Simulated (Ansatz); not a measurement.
## WC (P-6m2): band-structure transport figures

Data:

```yaml
crystal:
  lattice:
    - [2.89870, 0.00000, 0.00000]
    - [-1.44935, 2.51035, 0.00000]
    - [0.00000, 0.00000, 2.82798]
  atoms:
    - { symbol: W, position: [0.00000, 0.00000, 0.00000] }
    - { symbol: C, position: [0.66667, 0.33333, 0.50000] }
```

Computed with r2SCAN, rigid bands (plane waves, PAW, scalar-relativistic; Ansatz, a quantum-chemistry and plane-wave program). Condition of this run: functional r2SCAN on the same cell. Geometry: cell and atoms relaxed with PBEsol.

| Item | Value |
|---|---|
| density of states at the Fermi level | 0.269 states/(eV·cell), both spins |
| bare Sommerfeld coefficient | 0.32 mJ/(mol of atoms·K²) |
| Drude plasma energy | 3.2 eV |
| root-mean-square Fermi velocity | 5.4e5 m/s |
| resistivity times τ | 48 (x), 48 (y), 49 (z) ×10⁻²² Ω·m·s |

A metal at this level (no band gap); rigid bands, thermally averaged at 300 K, both spins. Spin-orbit coupling is left out, which matters with elements this heavy. τ is one relaxation time for all states.
